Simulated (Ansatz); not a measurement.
# Sc: strain tensor (xx, yy, zz, yz, xz, xy) = (+0.53, −1.83, +0.30, +0.62, −0.17, −0.14) %

Start from Sc in the hcp (Mg type) structure (space group P6_3/mmc, No. 194; a = 3.275 Å, c = 5.105 Å; relaxed with 0.1 eV smearing). Axes: x lies along a and z along c of the hexagonal cell.

It is then changed as follows: strain tensor (xx, yy, zz, yz, xz, xy) = (+0.53, −1.83, +0.30, +0.62, −0.17, −0.14) %, atoms relaxed at fixed cell.

All numbers come from DFT with PBEsol, PAW potentials and a 420 eV plane-wave cutoff in Ansatz (a program for electronic structure), no SOC. k-mesh 20×20×12 (Γ-centred); smearing 0.1 eV (Fermi–Dirac).

```json
[
 {"quantity": "volume per atom", "base": "23.71 Å³", "changed": "23.47 Å³", "shift": "-0.24 Å³"},
 {"quantity": "space group", "base": "P6_3/mmc (No. 194)", "changed": "P-1 (No. 2)", "shift": "–"},
 {"quantity": "shortest interatomic distance", "base": "3.177 Å", "changed": "3.160 Å", "shift": "-0.017 Å"},
 {"quantity": "energy relative to the base (free energy F)", "base": "0 meV/atom", "changed": "+2.6 meV/atom", "shift": "+2.6 meV/atom"},
 {"quantity": "pressure (mean of the normal stresses, compression positive)", "base": "0.0 GPa", "changed": "0.6 GPa", "shift": "+0.6 GPa"},
 {"quantity": "band gap", "base": "zero", "changed": "zero", "shift": "–"},
 {"quantity": "largest internal atomic displacement", "base": "–", "changed": "0.015 Å", "shift": "–"},
 {"quantity": "stress (xx, yy, zz, yz, xz, xy; compression positive)", "base": "–", "changed": "(0.1, 1.7, 0.1, -0.4, 0.1, 0.1) GPa", "shift": "–"}
]
```

Cost of the whole job for the changed cell (relaxation, final SCF and bands): roughly 6 core-minutes.

Stability against distortions was not tested. The final runs are not spin-polarised.
